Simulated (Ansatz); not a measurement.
Consider Sn in the diamond structure (space group Fd-3m, No. 227; a = 6.656 Å; relaxed with 0.1 eV smearing).

Method: PBE, PAW, 420 eV (Ansatz, a first-principles code; no SOC).

Before the change:

| Property | Result |
|---|---|
| Pressure | 0.0 GPa |
| Band gap | zero |

It is then changed as follows: every lattice vector is shortened by 2.50 %; the atoms relax in the strained cell.

Q: What does the calculation give for the pressure after the change?

A: The pressure goes from zero to 3.3 GPa.

Q: What happens to the energy relative to the base?

A: The energy grows by 25 meV/atom.

Q: What does the calculation give for the band gap after the change?

A: The band gap stays zero.

Stability against distortions was not tested.
